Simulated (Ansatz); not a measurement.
BN (model structure, started from the GeS type, P6₃/mmc, No. 194, 8 atoms in the cell): properties by level of theory

```json
[
 {"level (code)": "LDA (Ansatz)", "cohesive energy (eV/atom)": "7.99", "band gap (eV)": "4.03"},
 {"level (code)": "PBEsol (Ansatz)", "cohesive energy (eV/atom)": "[?]", "band gap (eV)": "[?]"},
 {"level (code)": "r²SCAN (Ansatz)", "cohesive energy (eV/atom)": "6.87", "band gap (eV)": "[?]"},
 {"level (code)": "r²SCAN+rVV10 (Ansatz)", "cohesive energy (eV/atom)": "6.96", "band gap (eV)": "[?]"}
]
```

Task: What belongs in the gaps?

Result: 
- PBEsol (Ansatz, a program for electronic structure), cohesive energy (eV/atom): 7.38
- PBEsol (Ansatz), band gap (eV): 4.25
- r²SCAN (Ansatz), band gap (eV): 4.42
- r²SCAN+rVV10 (Ansatz), band gap (eV): 4.11

Computed values are for a static lattice.  Each level is taken at its own relaxed cell. Cutoffs differ between the levels. Ansatz's density-functional and Hartree–Fock values are scalar-relativistic unless marked +SOC, with PAW data made under PBE.

Ansatz's density-functional and Hartree–Fock values are scalar-relativistic unless marked +SOC, with PAW data made under PBE.

Unless a cell is named, each level is at its own relaxed cell (LDA 8.71, PBEsol 9.56, r²SCAN 9.42, r²SCAN+rVV10 8.91 Å³/atom).

Free atoms are spin-polarised, in the lowest state found; at levels without +SOC their spin–orbit coupling is left out.

The computed numbers hold no vibrational or temperature effects.

A model structure was made by putting elements into a prototype or built by hand; here it ended with the formula and space group of a phase in our tables.
